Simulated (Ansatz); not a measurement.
Start from ZrB₂ (space group P6/mmm, No. 191; a = 3.1714 Å, c = 3.5417 Å).

Levels (all Ansatz, a first-principles code, PAW, earlier PAW set): PBE (420 eV, no spin-orbit coupling); r2SCAN (500 eV, spin-orbit coupling left out).

Levels that relaxed their own cell: PBE and r2SCAN.

| level | lattice parameter a | lattice parameter c |
|---|---|---|
| PBE | 3.171 Å | 3.542 Å |
| r2SCAN | 3.168 Å | 3.551 Å |

Measured: lattice parameter a 3.17 Å (room temperature; as listed in Yanhui Zhang, Alessandro Lunghi, Stefano Sanvito, Acta Materialia (2020)); lattice parameter c 3.532 Å (room temperature; as listed in Yanhui Zhang, Alessandro Lunghi, Stefano Sanvito, Acta Materialia (2020)).

Computed minus measured — lattice parameter a: PBE +0.0 %, r2SCAN -0.1 %; lattice parameter c: PBE +0.3 %, r2SCAN +0.5 % (closest: PBE). Measured values not marked as corrected hold thermal and zero-point effects that the static-lattice runs lack.

No phonon test of stability was made. The final runs are not spin-polarised.
